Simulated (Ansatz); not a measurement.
System: SrGaHO2 (model structure, started from the SrVO2H type, P4/mmm, No. 123, 5 atoms in the cell). Method: HSE06+SOC (PAW; Ansatz, an electronic-structure program).

Run with plane-wave cutoff 460 eV, 6×6×6 k mesh, Fermi–Dirac smearing 0.01 eV, PAW data made under PBE.

Cell (relaxed with PBEsol):

GaSrHO2 is modelled in the tetragonal space group P4/mmm (No. 123), Pearson symbol tP5. Conventional cell: a = b = 3.937 Å, c = 3.581 Å, α = β = γ = 90.00°. Sr on 1d sees 8 O at 2.661 Å and 4 H at 2.784 Å (cuboctahedral). Ga on 1a is surrounded by 2 H at 1.791 Å and 4 O at 1.968 Å (octahedral). O on 2f has 2 Ga at 1.968 Å and 4 Sr at 2.661 Å (octahedral). H on 1b has 2 Ga at 1.791 Å and 4 Sr at 2.784 Å (octahedral). (Neighbours: up to the widest gap in distance over summed covalent radii, below 1.35, at either atom; cation-cation and far metal-metal contacts left out.)

Problem. Give the computed band gap and direct gap at Γ.

Solution. 
band gap: 2.50 eV (on the SCF k mesh) (direct)
direct gap at Γ: 7.32 eV

Note: the relaxation could raise the start's symmetry but not lower it, so the cell can be a saddle point; cell and atoms aren't relaxed at this level (pressure 0.7 GPa).

Static lattice: no zero-point or thermal effects.

A model structure was made by putting elements into a prototype or built by hand; it is no filed structure, need not be a known phase, and can be a saddle point held by its symmetry.
